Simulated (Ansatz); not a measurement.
## Fermi-surface data of ZrN (Fm-3m)

Data:

```yaml
crystal:
  lattice:
    - [0.00000, 2.26260, 2.26260]
    - [2.26260, 0.00000, 2.26260]
    - [2.26260, 2.26260, 0.00000]
  atoms:
    - { symbol: Zr, position: [0.50000, 0.50000, 0.50000] }
    - { symbol: N, position: [0.00000, 0.00000, 0.00000] }
```

These are PBEsol, rigid bands (plane waves, PAW, scalar-relativistic; Ansatz, a first-principles code) values and carry that method's errors. Condition of this run: hydrostatic pressure 5 GPa (the target of the relaxation). Geometry: cell and atoms relaxed with PBEsol, then loaded as said.

```
Property                                                          Result
------------------------------------  ----------------------------------
density of states at the Fermi level  0.636 states/(eV·cell), both spins
bare Sommerfeld coefficient                    0.75 mJ/(mol of atoms·K²)
Drude plasma energy                                               9.0 eV
root-mean-square Fermi velocity                                1.1e6 m/s
resistivity times τ                                     6.0 ×10⁻²² Ω·m·s
```

A metal at this level (no band gap); rigid bands, thermally averaged at 300 K, both spins. Spin-orbit coupling is left out. τ is one relaxation time for all states.
